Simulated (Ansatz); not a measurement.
Results of r²SCAN in Ansatz (PAW) for PbS (model structure, started from the litharge type, P4/nmm, No. 129, 4 atoms in the cell).

Numerical settings: plane-wave cutoff 560 eV, 12×12×10 k mesh (along the axes of the cell as run), Fermi–Dirac smearing 0.05 eV, scalar-relativistic PAW data made under PBE.

Cell (relaxed at this level):

```cif
data_Pb2S2
_chemical_formula_sum 'Pb2 S2'
_space_group_name_H-M_alt 'P 1'
_space_group_IT_number 1
_cell_length_a 5.08829
_cell_length_b 5.08829
_cell_length_c 4.16516
_cell_angle_alpha 90.000
_cell_angle_beta 90.000
_cell_angle_gamma 90.000
loop_
_space_group_symop_operation_xyz
  'x, y, z'
loop_
_atom_site_label
_atom_site_type_symbol
_atom_site_fract_x
_atom_site_fract_y
_atom_site_fract_z
_atom_site_occupancy
Pb1 Pb 0.50000 0.00000 0.30177 1
Pb2 Pb 0.00000 0.50000 0.69823 1
S1 S 0.00000 0.00000 0.00000 1
S2 S 0.50000 0.50000 0.00000 1
```

Question: What does this level give for the band gap, Γ–Γ gap and bulk modulus?

Answer: 
band gap: 1.12 eV (on the SCF k mesh)
Γ–Γ gap: 3.12 eV
bulk modulus: 23.3 GPa

Note: the bulk modulus is −V dP/dV from two relaxed cells at ±2 % in volume; the relaxation could raise the start's symmetry but not lower it, so the cell can be a saddle point.

Spin–orbit coupling is not included; with these elements it can move the gap by several tenths of an eV or more.

The computed numbers hold no vibrational or temperature effects.

Computing time: roughly 5 core-minutes.

A model structure was made by putting elements into a prototype or built by hand; it is no filed structure, need not be a known phase, and can be a saddle point held by its symmetry.

Ansatz is a program for electronic structure.
